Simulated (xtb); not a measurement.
xtb 6.7.1, GFN2-xTB: CC(C)(C)N[SiH]NC(C)(C)C, charge +1, multiplicity 1, 32 atoms. The geometry is a generated start, not checked to be a minimum at this level.

```
Item                                                                                                           Result
------------------------  -------------------------------------------------------------------------------------------
method                                                                                                       GFN2-xTB
--acc                                                                                                     1 (default)
--etemp (K)                                                                                             300 (default)
detailed input (--input)  none: ANC optimiser, Lindh (1995) Hessian, microcycle=20, maxdispl=1.0, hlow=0.01 (default)
basis functions                                                                                                    71
valence electrons                                                                                                  66
```

Charge 1 and multiplicity 1 are set for this test and not shown to be the ground state.

The structure is relaxed from this start with --opt LEVEL for the levels crude, sloppy, loose, lax, normal, tight, vtight, extreme, once each. Up to the end of the extreme run atoms move by at most 0.90 Å along an axis.

Q: What is the loosest level that ends within 20 meV of the extreme run, and how many cycles does it take?

A: normal: 40 cycles against 300, ending 6.5 meV above.

```csv
level,cycles,energy above the extreme run (meV),gradient norm (eV/Å)
crude,1,32,0.19
sloppy,1,32,0.19
loose,1,32,0.19
lax,6,28,0.093
normal,40,6.5,0.025
tight,115,1.9,0.0040
vtight,152,1.1,0.0035
extreme,300,—,0.0025
```
